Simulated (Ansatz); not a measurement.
The starting structures come from a database of crystals and need not be the phases stable at ambient conditions.

 Where the default PAW files enter, the runs use the earlier of Ansatz's two default sets.

Input:

```
AlGaAs2
1.0
    4.01132     0.00000     0.00000
    2.00566     6.64751     0.00000
    2.00566     0.60514     3.42079
Al Ga As
1 1 2
Cartesian
  6.01698   0.60978   3.41997
  4.01132   3.62368   1.71086
  2.00566   4.23337   0.42706
  4.01132   1.20379   2.13894
```

Space group of this cell: R3m. The cell is taken as given.

Computed with r2SCAN (plane waves, PAW; Ansatz, a quantum-chemistry and plane-wave program).

The current runs along the normal of the first two printed vectors; no spin-orbit coupling. Scaled by the factor s: all lengths (ions clamped). Meshes 10×10×10 and 8×6 across the current in all rows.

```csv
s,mean pressure (GPa),band gap (eV)
0.98,5.2,?
1.00,0.0,1.35
1.02,-3.8,0.97
```

Take the slope of the band gap against ln s from the two given rows, extrapolate to s = 0.98, and say what the run there gives.

Slope = (0.97 − 1.35) / ln 1.02 = -19.2 eV. The line gives 1.35 + (-19.2) × ln 0.98 = 1.74 eV. The run gives 1.65 eV, 0.09 eV under the line, 23 % of the predicted step.
